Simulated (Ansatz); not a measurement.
For W2C (model structure, started from the Cu2Sb type, P4/nmm, No. 129, 6 atoms in the cell), PBEsol in Ansatz (plane waves, PAW) gives:

```
Item                              Value
------------------------------  -------
equilibrium lattice constant a  3.469 Å
lattice parameter c             6.111 Å
```

Question: What does PBE-D3(BJ) (plane waves, PAW; Ansatz, a program for electronic structure) give for the same quantities?

Answer: 
- lattice constant a: 3.479 Å (goes up by 0.3 %)
- lattice parameter c: 6.114 Å (stays essentially unchanged)

Changes are worked out from the printed values.

Unless a cell is named, each level is at its own relaxed cell (PBEsol 12.26, PBE-D3(BJ) 12.33 Å³/atom).

Levels without +SOC leave out spin–orbit coupling, which shifts energies and cells of such heavy elements.

Ansatz's density-functional and Hartree–Fock values are scalar-relativistic unless marked +SOC, with PAW data made under PBE.

A model structure was made by putting elements into a prototype or built by hand; it is no filed structure, need not be a known phase, and can be a saddle point held by its symmetry.
